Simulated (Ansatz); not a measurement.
GaP: response to strain

The parent structure is GaP in the zinc blende structure (space group F-43m, No. 216).

```yaml
crystal:
  lattice:
    - [0.00000, 2.69570, 2.69570]
    - [2.69570, 0.00000, 2.69570]
    - [2.69570, 2.69570, 0.00000]
  atoms:
    - { symbol: Ga, position: [0.00000, 0.00000, 0.00000] }
    - { symbol: P, position: [0.25000, 0.25000, 0.25000] }
```

Cartesian axes are those of the cell as printed.

Strains are applied to the cell and any free atomic positions relax; under biaxial strain the out-of-plane vector relaxes too.

Computed with LDA, PAW, 420 eV (Ansatz, a program for electronic structure; no spin-orbit coupling).

Candidates:
(a) biaxial strain −0.50 %, plane normal [001], relaxed out of plane
(b) biaxial strain −1.00 %, plane normal [001], relaxed out of plane
(c) biaxial strain −2.50 %, plane normal [001], relaxed out of plane
(d) biaxial strain +0.50 %, plane normal [001], relaxed out of plane

Base values:

The band gap comes out as 1.38 eV.

Question: Order them by band gap, highest first.

Answer: (a) biaxial strain −0.50 %, plane normal [001], relaxed out of plane (1.33 eV), (d) biaxial strain +0.50 %, plane normal [001], relaxed out of plane (1.30 eV), (b) biaxial strain −1.00 %, plane normal [001], relaxed out of plane (1.27 eV), (c) biaxial strain −2.50 %, plane normal [001], relaxed out of plane (1.10 eV)

No phonon test of stability was made.
